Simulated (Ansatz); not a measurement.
Results of HSE06+SOC (Ansatz, a quantum-chemistry and plane-wave program, PAW) for ZnGa2S4 (I-4, No. 82; cell taken from a computed entry).

Run with plane-wave cutoff 460 eV, 6×6×6 k mesh, Fermi–Dirac smearing 0.01 eV, PAW data made under PBE.

Cell (relaxed with PBEsol):

```xyz
7
Lattice="-2.6298 2.6298 5.1655 2.6298 -2.6298 5.1655 2.6298 2.6298 -5.1655" Properties=species:S:1:pos:R:3 pbc="T T T"
Zn     2.6298     0.0000     2.5828
Ga     0.0000     0.0000     0.0000
Ga     0.0000     2.6298     2.5828
S      1.3486     1.3833     1.2201
S     -1.2465     1.2812     3.9454
S      1.2812     1.2465     6.3856
S      3.8763     1.3486    -1.2201
```

**Question.** Give the computed band gap.

**Answer.** 
- band gap = 3.55 eV (on the SCF k mesh) (direct)

Measured, for comparison: band gap 3.4 eV (temperature not stated, no zero-point or thermal correction; as tabulated in Kim et al. (2020), doi:10.1038/s41597-020-00723-8).

Note: cell and atoms aren't relaxed at this level (pressure 1.6 GPa).

Static lattice: no zero-point or thermal effects.
